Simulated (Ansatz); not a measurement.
This concerns the energy change from cell B to cell A (8 S replaced by O, in a slab cell with four atoms a plane). Reaction: cell B + 8 H2O (gas) → cell A + 8 H2S (gas). Negative: the products are lower in energy.

Cell A: a slab of InAs (zinc blende, F-43m) cut along (100), 64 atoms, square cell of 8.75 Å (76.5 Å²), symmetry C2 within 0.02 Å, 20.7 Å thick under 16 Å of vacuum, in-plane vectors held at the crystal's; planes from bottom to top: H2O4 | In4 | As4 | In4 | As4 | In4 | As4 | In4 | As4 | In4 | As4 | In4 | As4 | In4 | H2O4; added, foreign or displaced atoms, above the top plane and below the bottom plane: four times O bound to 2 In at 2.07 Å; four times OH bound through O to 2 In at 2.53 Å; spin state with PBE: run without spin, k-point mesh 3×3×1.
```
CELL_PARAMETERS angstrom
      8.74915     0.00000     0.00000
      0.00000     8.74915     0.00000
      0.00000     0.00000    36.60522
ATOMIC_POSITIONS crystal
  In 0.00291 0.02897 0.25025
  As 0.25223 0.99890 0.29007
  In 0.24912 0.24962 0.33150
  As 0.99936 0.24958 0.37394
  In 0.00064 0.99939 0.41575
  As 0.25054 0.99928 0.45795
  In 0.25057 0.24943 0.50000
  As 0.00036 0.24946 0.54205
  In 0.00025 0.99952 0.58425
  As 0.25042 0.00072 0.62606
  In 0.25038 0.25088 0.66850
  As 0.99966 0.24777 0.70993
  In 0.02975 0.99704 0.74975
  In 0.00291 0.47025 0.25025
  As 0.25223 0.50034 0.29007
  In 0.25147 0.74962 0.33129
  As 0.00141 0.74958 0.37364
  In 0.00064 0.49975 0.41575
  As 0.25054 0.49964 0.45795
  In 0.25038 0.74944 0.50009
  As 0.00020 0.74947 0.54212
  In 0.00025 0.49936 0.58425
  As 0.25042 0.50064 0.62606
  In 0.25039 0.75088 0.66848
  As 0.99967 0.74777 0.70991
  In 0.02975 0.49709 0.74975
  In 0.50296 0.02896 0.25025
  As 0.75223 0.99889 0.29009
  In 0.74912 0.24961 0.33152
  As 0.49928 0.24958 0.37394
  In 0.50048 0.99939 0.41574
  As 0.75053 0.99944 0.45788
  In 0.75056 0.24962 0.49991
  As 0.50072 0.24946 0.54205
  In 0.50061 0.99952 0.58426
  As 0.75042 0.99867 0.62636
  In 0.75038 0.24853 0.66871
  As 0.50110 0.24777 0.70993
  In 0.47104 0.99704 0.74975
  In 0.50296 0.47025 0.25025
  As 0.75223 0.50033 0.29009
  In 0.75148 0.74961 0.33131
  As 0.50133 0.74958 0.37364
  In 0.50048 0.49975 0.41575
  As 0.75053 0.49980 0.45788
  In 0.75038 0.74962 0.50000
  As 0.50056 0.74947 0.54212
  In 0.50061 0.49936 0.58425
  As 0.75042 0.49859 0.62636
  In 0.75039 0.74852 0.66869
  As 0.50111 0.74777 0.70991
  In 0.47103 0.49709 0.74975
  O  0.25040 0.99794 0.77045
  O  0.75034 0.00635 0.76724
  H  0.75034 0.09728 0.78269
  O  0.25039 0.49797 0.77045
  O  0.75035 0.50639 0.76724
  H  0.75032 0.59733 0.78269
  O  0.00203 0.24961 0.22955
  O  0.99361 0.74965 0.23276
  H  0.90267 0.74968 0.21731
  O  0.50206 0.24960 0.22955
  O  0.49365 0.74966 0.23276
  H  0.40272 0.74966 0.21731
```

Cell B: a slab of InAs (zinc blende, F-43m) cut along (100), 64 atoms, square cell of 8.75 Å (76.5 Å²), symmetry C2 within 0.02 Å, 22.2 Å thick under 17 Å of vacuum, in-plane vectors held at the crystal's; planes from bottom to top: H2S4 | In4 | As4 | In4 | As4 | In4 | As4 | In4 | As4 | In4 | As4 | In4 | As4 | In4 | H2S4; added, foreign or displaced atoms, above the top plane and below the bottom plane: four times S bound to 2 In at 2.47 Å; four times HS bound through S to 2 In at 2.72 Å; spin state with PBE: run without spin, k-point mesh 3×3×1.
```yaml
crystal:
  lattice:
    - [8.74915, 0.00000, 0.00000]
    - [0.00000, 8.74915, 0.00000]
    - [0.00000, 0.00000, 38.97266]
  atoms:
    - { symbol: In, position: [0.99884, 0.02532, 0.26364] }
    - { symbol: As, position: [0.24902, 0.00036, 0.30245] }
    - { symbol: In, position: [0.24906, 0.25041, 0.34197] }
    - { symbol: As, position: [0.99915, 0.25044, 0.38157] }
    - { symbol: In, position: [0.99953, 0.00033, 0.42096] }
    - { symbol: As, position: [0.24947, 0.00028, 0.46051] }
    - { symbol: In, position: [0.24956, 0.25044, 0.50000] }
    - { symbol: As, position: [0.99940, 0.25053, 0.53949] }
    - { symbol: In, position: [0.99945, 0.00061, 0.57904] }
    - { symbol: As, position: [0.24956, 0.00092, 0.61843] }
    - { symbol: In, position: [0.24959, 0.25094, 0.65803] }
    - { symbol: As, position: [0.99954, 0.25098, 0.69755] }
    - { symbol: In, position: [0.02453, 0.00111, 0.73636] }
    - { symbol: In, position: [0.99885, 0.47548, 0.26364] }
    - { symbol: As, position: [0.24902, 0.50046, 0.30245] }
    - { symbol: In, position: [0.25008, 0.75041, 0.34181] }
    - { symbol: As, position: [0.00000, 0.75044, 0.38135] }
    - { symbol: In, position: [0.99953, 0.50056, 0.42096] }
    - { symbol: As, position: [0.24947, 0.50060, 0.46051] }
    - { symbol: In, position: [0.24947, 0.75044, 0.50008] }
    - { symbol: As, position: [0.99932, 0.75053, 0.53955] }
    - { symbol: In, position: [0.99944, 0.50047, 0.57904] }
    - { symbol: As, position: [0.24956, 0.50085, 0.61843] }
    - { symbol: In, position: [0.24960, 0.75094, 0.65801] }
    - { symbol: As, position: [0.99956, 0.75098, 0.69754] }
    - { symbol: In, position: [0.02452, 0.50115, 0.73636] }
    - { symbol: In, position: [0.49888, 0.02533, 0.26364] }
    - { symbol: As, position: [0.74902, 0.00035, 0.30246] }
    - { symbol: In, position: [0.74906, 0.25040, 0.34199] }
    - { symbol: As, position: [0.49908, 0.25044, 0.38157] }
    - { symbol: In, position: [0.49939, 0.00033, 0.42096] }
    - { symbol: As, position: [0.74947, 0.00036, 0.46045] }
    - { symbol: In, position: [0.74956, 0.25053, 0.49992] }
    - { symbol: As, position: [0.49972, 0.25053, 0.53949] }
    - { symbol: In, position: [0.49967, 0.00061, 0.57904] }
    - { symbol: As, position: [0.74956, 0.00006, 0.61865] }
    - { symbol: In, position: [0.74959, 0.24992, 0.65819] }
    - { symbol: As, position: [0.49964, 0.25098, 0.69755] }
    - { symbol: In, position: [0.47467, 0.00112, 0.73636] }
    - { symbol: In, position: [0.49889, 0.47547, 0.26364] }
    - { symbol: As, position: [0.74902, 0.50044, 0.30246] }
    - { symbol: In, position: [0.75008, 0.75040, 0.34183] }
    - { symbol: As, position: [0.49994, 0.75044, 0.38135] }
    - { symbol: In, position: [0.49939, 0.50055, 0.42096] }
    - { symbol: As, position: [0.74947, 0.50068, 0.46045] }
    - { symbol: In, position: [0.74947, 0.75053, 0.50000] }
    - { symbol: As, position: [0.49964, 0.75053, 0.53955] }
    - { symbol: In, position: [0.49967, 0.50047, 0.57904] }
    - { symbol: As, position: [0.74956, 0.50000, 0.61865] }
    - { symbol: In, position: [0.74960, 0.74992, 0.65817] }
    - { symbol: As, position: [0.49965, 0.75098, 0.69754] }
    - { symbol: In, position: [0.47468, 0.50116, 0.73636] }
    - { symbol: S, position: [0.24960, 0.00037, 0.77454] }
    - { symbol: S, position: [0.74961, 0.97941, 0.76878] }
    - { symbol: H, position: [0.74961, 0.11716, 0.78476] }
    - { symbol: S, position: [0.24960, 0.50044, 0.77454] }
    - { symbol: S, position: [0.74961, 0.47951, 0.76878] }
    - { symbol: H, position: [0.74961, 0.61728, 0.78476] }
    - { symbol: S, position: [0.99956, 0.25040, 0.22546] }
    - { symbol: S, position: [0.02049, 0.75039, 0.23122] }
    - { symbol: H, position: [0.88272, 0.75039, 0.21524] }
    - { symbol: S, position: [0.49963, 0.25040, 0.22546] }
    - { symbol: S, position: [0.52059, 0.75039, 0.23122] }
    - { symbol: H, position: [0.38284, 0.75039, 0.21524] }
```

Reference: an isolated H2S molecule (singlet) in a box of 11 × 13 × 13 Å.

Reference: an isolated H2O molecule (singlet) in a box of 11 × 13 × 13 Å.

All numbers come from Ansatz (a first-principles code), plane waves with PAW, its default PAW set, cutoff 420 eV, 500 eV for r2SCAN. The structures are at rest with PBE, within the held lattices; other levels are single points on them. Neutral cells; Fermi-Dirac smearing of at most 0.05 eV in the solids, energies taken to zero width. The lattices are those relaxed with PBE, so at other levels the solids can be strained, which adds to the spread. Larger cells are relaxed from a start prepared with the learned potential CHGNet, on a coarser mesh till forces fall under 0.03 eV/Å, which some starts already meet. A dispersion term (D3(BJ), or D4 for r2SCAN) was computed beside these levels and is taken off wherever the name lacks it. The PAW files were made for PBE and serve at the other functionals too. Space groups of crystals are read within 0.01 Å. Static lattices, no vibrational contributions. Cells are local rest points, mostly with their start's symmetry. Spin-orbit coupling is left out. No correction for cell size. Cell A has symmetry C2 within 0.02 Å and got no random move, so less symmetric positions, which may lie lower, weren't tried. Cell B has symmetry C2 within 0.02 Å and got no random move, so less symmetric positions, which may lie lower, weren't tried.

Problem. What value does PBE give?

Solution. 10.71 eV, for cell B + 8 H2O (gas) → cell A + 8 H2S (gas).

Problem. List the value at the remaining levels and say how far they part.

Solution. 
```csv
Level,value (eV),less PBE
r2SCAN,11.37,0.66
```

The levels shown span 0.66 eV, from PBE (10.71) to r2SCAN (11.37).
